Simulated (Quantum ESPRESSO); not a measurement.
A series of runs on SrCuTeF (P4/nmm, 8 atoms in the cell)

```cif
data_Cu2F2Sr2Te2
_chemical_formula_sum 'Sr2 Cu2 Te2 F2'
_space_group_name_H-M_alt 'P 1'
_space_group_IT_number 1
_cell_length_a 4.27637
_cell_length_b 4.27637
_cell_length_c 9.22155
_cell_angle_alpha 90.000
_cell_angle_beta 90.000
_cell_angle_gamma 90.000
loop_
_space_group_symop_operation_xyz
  'x, y, z'
loop_
_atom_site_label
_atom_site_type_symbol
_atom_site_fract_x
_atom_site_fract_y
_atom_site_fract_z
_atom_site_occupancy
Sr1 Sr 0.00000 0.50000 0.85253 1
Sr2 Sr 0.50000 0.00000 0.14747 1
Cu1 Cu 0.50000 0.50000 0.50000 1
Cu2 Cu 0.00000 0.00000 0.50000 1
Te1 Te 0.00000 0.50000 0.32626 1
Te2 Te 0.50000 0.00000 0.67374 1
F1 F 0.50000 0.50000 0.00000 1
F2 F 0.00000 0.00000 0.00000 1
```

Base run A: Quantum ESPRESSO 7.5 with LDA (PZ), GBRV 1.5 ultrasoft (LDA) pseudopotentials, self-consistent single point.

Its settings: ecutwfc = 50 Ry; ecutrho = 400 Ry; occupations = smearing; smearing = gaussian; degauss = 0.0036749 Ry; K_POINTS = automatic 3 3 2 0 0 0; conv_thr = 1e-10 Ry; mixing_beta = 0.3.

The starting cell comes from a database of computed structures (which also holds hypothetical and non-ambient phases and stackings), without a prior relaxation at this level. Spin-orbit coupling is off. In the base run, with a pressure of about -5 GPa the cell is away from its equilibrium volume at this level.

A dash stands where there is no value to compare (another energy zero or no entropy term, no result, no spin, no clean gap, or a mesh too coarse for one). 

Run A gave: pressure (GPa) -5.46; largest force (eV/Å) 0.269; gap on the mesh (eV) 1.332.

Runs:
- B: HUBBARD: default → ortho-atomic; U Cu-3d 1 eV [LDA (PZ)+U]
- C: HUBBARD: default → ortho-atomic; U Cu-3d 2 eV [LDA (PZ)+U]
- D: HUBBARD: default → ortho-atomic; U Cu-3d 3 eV [LDA (PZ)+U]
- E: HUBBARD: default → ortho-atomic; U Cu-3d 4 eV [LDA (PZ)+U]
- F: HUBBARD: default → ortho-atomic; U Cu-3d 5 eV [LDA (PZ)+U]
- G: HUBBARD: default → ortho-atomic; U Cu-3d 6 eV [LDA (PZ)+U]
- H: HUBBARD: default → ortho-atomic; U Cu-3d 7 eV [LDA (PZ)+U]
- I: HUBBARD: default → ortho-atomic; U Cu-3d 8 eV [LDA (PZ)+U]

What does run C change against A?

The pressure goes from -5.46 to -5.09 GPa, the largest force goes from 0.269 to 0.301 eV/Å and the gap on the mesh goes from 1.332 to 1.482 eV.

What does run I change against A?

The pressure goes from -5.46 to -4.01 GPa, the largest force goes from 0.269 to 0.385 eV/Å and the gap on the mesh goes from 1.332 to 1.830 eV.

What does run B change against A?

The pressure goes from -5.46 to -5.28 GPa, the largest force goes from 0.269 to 0.285 eV/Å and the gap on the mesh goes from 1.332 to 1.409 eV.

```tsv
run	pressure (GPa)	largest force (eV/Å)	gap on the mesh (eV)	Hubbard energy (eV/atom)
A	-5.46	0.269	1.332	–
B	-5.28	0.285	1.409	0.050
C	-5.09	0.301	1.482	0.096
D	-4.92	0.316	1.551	0.139
E	-4.73	0.331	1.615	0.178
F	-4.53	0.345	1.675	0.214
G	-4.35	0.359	1.731	0.248
H	-4.17	0.372	1.782	0.279
I	-4.01	0.385	1.830	0.308
```
